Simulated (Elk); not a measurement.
Worked example: self-consistent single point of YbIn5Rh (P4/mmm, 7 atoms in the cell) in Elk.

Computed with Elk with LDA (PW92), all-electron FP-LAPW, Elk's shipped species files, APW+lo basis with extra local orbitals.

The change in words: lattice scaled by 0.98. Reference geometry:
```yaml
crystal:
  lattice:
    - [4.68710, 0.00000, 0.00000]
    - [0.00000, 4.68710, 0.00000]
    - [0.00000, 0.00000, 7.55496]
  atoms:
    - { symbol: Yb, position: [0.00000, 0.00000, 0.00000] }
    - { symbol: In, position: [0.50000, 0.50000, 0.00000] }
    - { symbol: In, position: [0.50000, 0.00000, 0.30001] }
    - { symbol: In, position: [0.50000, 0.00000, 0.69999] }
    - { symbol: In, position: [0.00000, 0.50000, 0.30001] }
    - { symbol: In, position: [0.00000, 0.50000, 0.69999] }
    - { symbol: Rh, position: [0.00000, 0.00000, 0.50000] }
```

Reference input (self-consistent single point, DFT, LDA (PW92), all-electron FP-LAPW, Elk's shipped species files, APW+lo basis with extra local orbitals): rgkmax = 7.5; stype = 0; swidth = 0.00367493 Ha; ngridk = 5 5 3; tforce = true; gmaxvr = 18 1/bohr; lmaxapw = 10; lmaxo = 8; nxlo = 2; lorbcnd = true; lradstp = 2; nrmtscf = 2. This run's input differs from it in these lines:

```diff
@@ -49,5 +49,5 @@
 avec
-    4.6871000000    0.0000000000    0.0000000000
-    0.0000000000    4.6871000000    0.0000000000
-    0.0000000000    0.0000000000    7.5549600000
+    4.5933580000    0.0000000000    0.0000000000
+    0.0000000000    4.5933580000    0.0000000000
+    0.0000000000    0.0000000000    7.4038610000
```

The program printed (abridged):

```
│ Self-consistent loop started │
│ Loop number : 1 │
 total energy                :     -47888.4906148
│ Loop number : 2 │
 total energy                :     -48107.7099432
RMS change in Kohn-Sham potential (target) :   0.6759820648     (  0.1000000000E-05)
Absolute change in total energy (target)   :    219.2193283     (  0.1000000000E-03)
│ Loop number : 3 │
 total energy                :     -48262.8829688
RMS change in Kohn-Sham potential (target) :   0.5187169731E-01 (  0.1000000000E-05)
Absolute change in total energy (target)   :    209.9778577     (  0.1000000000E-03)
│ Loop number : 4 │
   [... lines left out ...]
Absolute change in total energy (target)   :   0.2272227939E-03 (  0.1000000000E-03)
│ Loop number : 23 │
 total energy                :     -48238.5406551
RMS change in Kohn-Sham potential (target) :   0.1621359534E-06 (  0.1000000000E-05)
Absolute change in total energy (target)   :   0.1031960783E-03 (  0.1000000000E-03)
│ Loop number : 24 │
 total energy                :     -48238.5407040
RMS change in Kohn-Sham potential (target) :   0.1768010489E-07 (  0.1000000000E-05)
Absolute change in total energy (target)   :   0.7477280451E-04 (  0.1000000000E-03)
Convergence targets achieved

│ Loop number : 25 │

Energies :
 Fermi                       :     0.273993296831
 total energy                :     -48238.5406995

Density of states at Fermi energy :    56.16646679
 (states/Hartree/unit cell)

Estimated indirect band gap :   0.3549122119E-02
 from k-point      5 to k-point      9
Estimated direct band gap   :   0.1589537239E-01
 at k-point      8

Charges :
 core                        :    224.0000000
 valence                     :    136.0000000
 interstitial                :    12.26622728
 muffin-tins (core leakage)
  species :    1 (Yb)
   atom    1                 :    68.19068672     (  0.3076142463E-05)
  species :    2 (In)
   atom    1                 :    47.13131266     (  0.2752081163E-03)
   atom    2                 :    47.15191102     (  0.2761103978E-03)
   [... lines left out ...]
   total force               :     0.00000000    0.00000000    0.00044753
   total magnitude           :     0.00044753
 species :    3 (Rh)
  atom :    1
   Hellmann-Feynman          :    -0.00000000    0.00000000    0.00000000
   IBS                       :     0.00000000    0.00000000    0.00000000
   total force               :     0.00000000    0.00000000    0.00000000
   total magnitude           :     0.00000000
```

The run converged in 25 iterations. The count includes the last loop, which Elk runs after its targets are met. Against the reference run the total energy falls by 45.1 meV/atom.

The starting cell comes from a database of computed structures (which also holds hypothetical and non-ambient phases and stackings), without a prior relaxation at this level. For this run, on top of that: lattice scaled by 0.98. Spin-orbit coupling is off. Spin polarisation is off. Values depend on the basis (sphere radii, cutoffs, local orbitals), which need not be converged. The log's line on a gap gives a spacing of levels on this mesh, which the program prints for metals too.

Cost on one core of a shared machine: roughly 4 min.
